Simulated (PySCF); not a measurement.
PySCF 2.14.0, B3LYP/def2-svpd, df: CC(C)[O], charge -1, multiplicity 1, 11 atoms. The geometry is a generated start, not checked to be a minimum at this level.

- task: energy
- method: b3lyp
- basis: def2-svpd
- two-electron scheme: density fitting
- mol.max_memory: 3000 MB
- mf.max_cycle: 100
- mf.conv_tol: 1e-09 (default)
- mf.grids.level: 3 (default)
- basis functions: 139
- grid points: 125096

```xyz
11

C     -1.1857    -0.4833     0.1167
C     -0.1291     0.6821    -0.0740
C      1.2839    -0.0267    -0.0408
O     -0.2580     1.6757     0.7523
H     -0.9993    -1.0000     1.0591
H     -1.1365    -1.2071    -0.7008
H     -2.1860    -0.0545     0.1518
H     -0.2591     0.9807    -1.1911
H      1.5000    -0.3481     0.9802
H      1.3146    -0.8970    -0.7012
H      2.0551     0.6781    -0.3521
```

Charge -1 and multiplicity 1 are set for this test and not shown to be the ground state.

With the defaults (mf.DIIS = CDIIS, mf.diis = true, mf.diis_space = 8, mf.init_guess = minao, newton = off, mf.diis_damp = 0, mf.damp = 0, mf.diis_start_cycle = 1) it converges in 14 Fock builds. One run each on 2 threads, 1 BLAS thread, with these changes:
- mf.diis_space = 5
- mf.DIIS = EDIIS
- mf.init_guess = atom
- mf.diis = false
- mf.damp = 0.7, mf.diis_start_cycle = 8
- newton = Hessian by the SCF's own integrals
- mf.DIIS = ADIIS
- mf.init_guess = sap
- mf.diis_damp = 0.3

Task: Which of these changes keep the SCF from converging, or lead it to another solution?

Result: No convergence: mf.DIIS = EDIIS; mf.diis = false (the run ends without SCF convergence in 100 cycles). The rest reach the solution of the defaults.

```
setting                                      Fock builds             end
-------------------------------------------  -----------  --------------
mf.diis_damp = 0.3                                    12   same solution
mf.init_guess = atom                                  13   same solution
the defaults                                          14   same solution
mf.diis_space = 5                                     14   same solution
mf.init_guess = sap                                   16   same solution
mf.damp = 0.7, mf.diis_start_cycle = 8                16   same solution
mf.DIIS = ADIIS                                       17   same solution
newton = Hessian by the SCF's own integrals           44   same solution
mf.DIIS = EDIIS                                      101  no convergence
mf.diis = false                                      101  no convergence
```

Under newton the count holds the products with the orbital Hessian.
